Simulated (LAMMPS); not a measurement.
Pressure dependence of Cu (fcc) at 810 K, from the crystal.

All values are model results, not measurements: classical MD, pair style adp, file AlCu.adp (LAMMPS).

```tsv
P (GPa)	state	volume	coordination number
0	crystal; no diffusion seen in 30 ps	12.3090 ± 0.0005 Å³/atom	12.0 (counted to 3.14 Å)
2	crystal; no diffusion seen in 30 ps	12.1093 ± 0.0008 Å³/atom	12.0 (counted to 3.14 Å)
5	crystal; no diffusion seen in 30 ps	11.8407 ± 0.0009 Å³/atom	12.0 (counted to 3.10 Å)
```

Caution (rows 2; 5): a run this short can hold a crystal over, or a liquid under, the potential's own melting point, which these runs don't give.

Estimate the isothermal bulk modulus at zero pressure. A parabola P(ln V) through the three points gives −dP/d ln V = 120 GPa at zero pressure.

States go by the mean squared displacement: a species diffuses where it passes 1.5 Å², still rises and gives D over 1e-6 cm²/s; a crystal has left its structure where atoms lie 0.35 Å off their sites on average or a cubic box changes its shape by 3 %, or the axial ratios of another lie 8 % off the starting cell's, which the potential's own relaxation can also do.

Errors shown are sampling errors alone.
